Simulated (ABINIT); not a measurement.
ABINIT run on Cs (Im-3m, 1 atom in the cell): self-consistent single point.

Computed with PBE, spin-orbit coupling, PAW (JTH v2.0 PBE PAW) (plane waves; ABINIT).

```
Cs
1.0
   -3.05549     3.05549     3.05549
    3.05549    -3.05549     3.05549
    3.05549     3.05549    -3.05549
Cs
1
Direct
  0.00000   0.00000   0.00000
```

Reference input (self-consistent single point, DFT, PBE, plane waves, PAW (JTH v2.0 PBE PAW)): pseudos = [Cs.GGA_PBE-JTH.xml]; ecut = 571 eV; pawecutdg = 1143 eV; pawxcdev = 0; occopt = 3; tsmear = 0.136 eV; ngkpt = 5 5 5; nshiftk = 1; shiftk = 0 0 0; potentials = JTH v2.0 PBE PAW; nband = 10; kptopt = 1. This run's input differs from it in these lines:

```diff
@@ -16,6 +16,8 @@
 pawxcdev 0
+nspinor 2
+nspden 1
 occopt 3
 tsmear 0.136 eV
-nband 10
-kptopt 1
+nband 19
+kptopt 4
 ngkpt 5 5 5
```

The program printed (abridged):

```
 Radial grid used for Vloc is grid 1
 Radial grid used for pseudo valence density is grid 1
 Mesh size for Vloc has been set to 1341 to avoid numerical noise.
 Compensation charge density is not taken into account in XC energy/potential
 beta integral value:      -0.836957E+02
 pspatm: atomic psp has been read  and splines computed

   4.74722240E+02                                ecore*ucvol(ha*bohr**3)
 ==== Info on pseudopotentials ====
  PAW calculation
  Number of pseudopotentials ..    1
  Number of types of atoms   ..    1
  Calculation with spin-orbit coupling
  Nonlocal part applied using real spherical harmonics
  Max number of non-local projectors over l and type   2
  Highest angular momentum +1 .......   3
  Max number of (l,n)   components ..   6
  Max number of (l,m,n) components ..  18

 Pseudo-Core Charge Info:
   Number of radial points for pseudo-core charge ..    1
   XC core-correction treatment (optnlxccc) ........    1
   Radius for pseudo-core charge for each type .....

  - Atom type    1 has pseudo-core radius .. 80.0000

 Info on the Q-grid used for form factors in spline form:
   Number of q-points for radial functions ffspl ..   3001
   Number of q-points for vlspl ...................   3001
   vloc is computed in Reciprocal Space

  XC functional for type 1 is -101130

 symatm: atom number 1 is reached starting at atom
   1  1  1  1  1  1  1  1  1  1  1  1  1  1  1  1  1  1  1  1  1  1  1  1

--- !BUG
src_file: m_inwffil.F90
src_line: 2703
mpi_rank: 0
message: |
    When nspinor2 is 2, nbd2 must be even, while it is nbd2=19
...

  Action: contact ABINIT group (please attach the output of `abinit -b`)

 abinit_abort: decision taken to exit. Check above messages for more info
Abort(13) on node 0 (rank 0 in comm 0): application called MPI_Abort(MPI_COMM_WORLD, 13) - process 0

--- !BUG
src_file: m_inwffil.F90
src_line: 2703
mpi_rank: 0
message: |
    When nspinor2 is 2, nbd2 must be even, while it is nbd2=19
...

  Action: contact ABINIT group (please attach the output of `abinit -b`)
```

The program stopped before any SCF iteration. 

The starting cell has typed, rounded lattice constants, without a prior relaxation at this level. Its lattice was rescaled by a random factor within 2.5 % of one.
